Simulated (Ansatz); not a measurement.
The reference is ZrO₂ in the fluorite structure (space group Fm-3m, No. 225; a = 5.089 Å).

One thing is altered: a hydrostatic pressure of 4.5 GPa.

Levels (all Ansatz, an electronic-structure program, PAW): r2SCAN (500 eV, without spin-orbit coupling); HSE06 (420 eV, no SOC).

The geometry is relaxed with r2SCAN.

- r2SCAN lowest conduction level above the VBM at special points: Γ 3.94 eV; X 4.36 eV; L 4.57 eV

**Question.** Predict the lowest conduction level above the VBM at special points from HSE06.

**Answer.** The lowest conduction level above the VBM at special points goes from Γ 3.94 eV; X 4.36 eV; L 4.57 eV to Γ 5.04 eV; X 5.45 eV; L 5.74 eV.

Single points use the geometry relaxed with r2SCAN. Their cutoffs differ, which shifts pressures a little. The hybrid gap comes from the SCF mesh plus the semilocal run's edge points and a few special points and is an upper bound. The levels and masses belong to the bands next to the band gap. Load acts through the strain it causes; cell and atoms are relaxed under it. No phonon test of stability was made. This is not the structure that ZrO2 has at room temperature and ambient pressure.
